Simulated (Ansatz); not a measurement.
The reference is HfN in the rock salt structure (space group Fm-3m, No. 225; a = 4.502 Å).

Computed with PBEsol (Ansatz, a quantum-chemistry and plane-wave program; PAW; 420 eV plane waves; no spin-orbit coupling).

One change was made to it. Results:

| quantity | base | after |
|---|---|---|
| shortest interatomic distance | 4.253 bohr | 4.186 bohr |
| density | 14.02 g/cm³ | 14.70 g/cm³ |

### Question
What was done to the base?
(A) pressure 15 GPa
(B) pressure 30 GPa
(C) pressure 0.9 GPa
(D) pressure 2.1 GPa

### Answer
A, pressure 15 GPa. For comparison, the shortest interatomic distance in the other runs: pressure 2.1 GPa gives 4.243 bohr; pressure 30 GPa gives 4.131 bohr; pressure 0.9 GPa gives 4.249 bohr.

Load acts through the strain it causes; cell and atoms are relaxed under it. Stability against distortions was not tested. No other phases were tried under pressure. The final runs are not spin-polarised. An odd electron count without spin: HfN.
